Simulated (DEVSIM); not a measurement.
Structure: Au/Al2O3/SiO2/n-Si capacitor, at 250 K.

| layer (left to right) | material | thickness (nm) | Nd (cm⁻³) |
|---|---|---|---|
| 1 | Al2O3 | 19.0 | - |
| 2 | SiO2 | 0.820 | - |
| 3 | Si | 1100 | 2.5e17 |

Metal gate on the left, work function 5.1 eV. Fixed charge at the semiconductor interface 9.9e11 cm⁻² (in units of +e); interface traps 2.6e11 cm⁻² eV⁻¹, uniform in energy, neutral level at 0.3 of the gap above the valence band.

This is a model device: material constants are rounded textbook-type values typed into the input, and sizes, dopings and lifetimes were drawn at random. Values at 300 K; Nc and Nv go as T^1.5, mobilities as T to minus their exponent, the gap by Varshni's rule with the affinity fixed.

```tsv
parameter	Al2O3	SiO2	Si
gap (eV)	6.8	9	1.124
affinity (eV)	1.35	0.9	4.05
permittivity	9	3.9	11.7
Nc (cm⁻³)	-	-	2.86e19
Nv (cm⁻³)	-	-	3.1e19
Varshni α (eV/K)	-	-	0.000473
Varshni β (K)	-	-	636
```

DEVSIM, 1D Poisson equation in equilibrium, Boltzmann statistics, complete ionisation; no quantum confinement or tunnelling. Metal contacts follow the ideal Schottky-Mott rule: no Fermi-level pinning, no interface dipoles.

The Al2O3 thickness was swept, all else fixed.

| Al2O3 thickness (μm) | capacitance of the dielectric stack (μF/cm²) | flat-band voltage (V) | minimum of the low-frequency capacitance (μF/cm²) |
|---|---|---|---|
| 0.0076 | 0.839 | 0.80 | 0.163 |
| 0.01 | 0.670 | 0.76 | 0.160 |
| 0.013 | 0.535 | 0.71 | 0.149 |
| 0.016 | 0.445 | 0.66 | 0.140 |
| 0.019 | 0.381 | 0.61 | 0.132 |
| 0.023 | 0.320 | 0.55 | 0.124 |

From the first row to the last the capacitance of the dielectric stack goes from 0.839 to 0.320. From the first row to the last the flat-band voltage goes from 0.80 to 0.55.
